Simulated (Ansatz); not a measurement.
Amorphous Bi8In16O36, 60 atoms at 7.29 g/cm³, one PBE-relaxed geometry, zone centre. Methods: PBE, scalar-relativistic without spin-orbit coupling (Ansatz, a program for electronic structure); r2SCAN, scalar-relativistic without spin-orbit coupling (Ansatz); HSE06, scalar-relativistic without spin-orbit coupling (Ansatz). Plane waves to 420 eV (r2SCAN 500 eV); exact exchange is cut at the cell's faces. All rungs ran without spin polarisation.

Preparation: random packing, a CHGNet melt and quench, and a DFT relaxation. O atoms were pushed apart under 1.9 Å during the dynamics, to hinder bonds among them. The hot cell started wider than the set density and was brought back towards it in steps. It is the lowest in DFT energy of 2 quenches. It is a model cell: composition and starting density were chosen by hand, and all elements were melted together. No dispersion term was used. Its density started from a set value of 7.61 and ended at 7.29 g/cm³. The quench (nominally 230 K/ps over its main leg) was far faster than any real one, so the model tends to hold more defects than a real film. Values belong to this one cell and scatter from quench to quench. The volume was free in the relaxation, at fixed shape. Stress components on the final sampling reach 1.1 GPa.

The relaxation ran on the zone centre alone. At PBE the gap is 2.04 eV on a 2×2×2 Γ-centred mesh, and the spacing at the zone centre alone 2.09 eV.

Problem. What zone-centre spacing does r2SCAN give, roughly?

Solution. 2.44 eV (+0.36 eV against PBE).

Problem. What zone-centre spacing does HSE06 give, roughly?

Solution. 3.21 eV (+1.13 eV against PBE).

The highest filled and the lowest empty state spread over these numbers of atoms (participation numbers): PBE: 16.0 and 48.7; r2SCAN: 15.7 and 46.9; HSE06: 15.8 and 46.5.
